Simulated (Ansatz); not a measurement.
## Effect of tensor shear ε_xy = +1.71 % on BeSe

Base system: BeSe in the zinc blende structure (space group F-43m, No. 216; a = 5.082 Å). Axes: x, y, z lie along the cube axes.

The change: tensor shear ε_xy = +1.71 % (engineering shear γ = 0.0342), atoms relaxed at fixed cell.

The values are results of LDA (Ansatz, a quantum-chemistry and plane-wave program; PAW; 420 eV plane waves; no spin-orbit coupling), not measurements. Γ-centred 11×11×11 mesh, Fermi–Dirac width 0.05 eV.

```json
[
 {"quantity": "volume per atom", "base": "16.40 Å³", "changed": "16.40 Å³", "shift": "0.00 Å³"},
 {"quantity": "space group", "base": "F-43m (No. 216)", "changed": "Imm2 (No. 44)", "shift": "–"},
 {"quantity": "shortest interatomic distance", "base": "2.200 Å", "changed": "2.188 Å", "shift": "-0.0126 Å"},
 {"quantity": "energy relative to the base (free energy F)", "base": "0 meV/atom", "changed": "+4.2 meV/atom", "shift": "+4.2 meV/atom"},
 {"quantity": "pressure (mean of the normal stresses, compression positive)", "base": "-0.01 GPa", "changed": "0.05 GPa", "shift": "+0.055 GPa"},
 {"quantity": "band gap", "base": "2.40 eV", "changed": "2.21 eV", "shift": "-0.19 eV"},
 {"quantity": "gap character", "base": "–", "changed": "indirect, Γ → X", "shift": "–"},
 {"quantity": "smallest direct gap", "base": "4.43 eV", "changed": "4.15 eV", "shift": "-0.28 eV"},
 {"quantity": "valence-band top at Γ (three highest levels, from the VBM)", "base": "0.00, 0.00, 0.00 eV", "changed": "0.00, -0.16, -0.29 eV", "shift": "–"},
 {"quantity": "largest internal atomic displacement", "base": "–", "changed": "0.011 Å", "shift": "–"},
 {"quantity": "stress (xx, yy, zz, yz, xz, xy; compression positive)", "base": "–", "changed": "(0.08, 0.08, -0.02, 0.00, 0.00, -2.43) GPa", "shift": "–"}
]
```

Final structure:

```
CELL_PARAMETERS angstrom
      0.04345     2.54081     2.54081
      2.54081     0.04345     2.54081
      2.58426     2.58426     0.00000
ATOMIC_POSITIONS crystal
  Be 0.00207 0.00207 0.99793
  Se 0.24793 0.24793 0.25207
```

The cells carry an imposed strain or load. Whether these cells are dynamically stable was not tested. k-point labels follow each cell's own Brillouin zone.
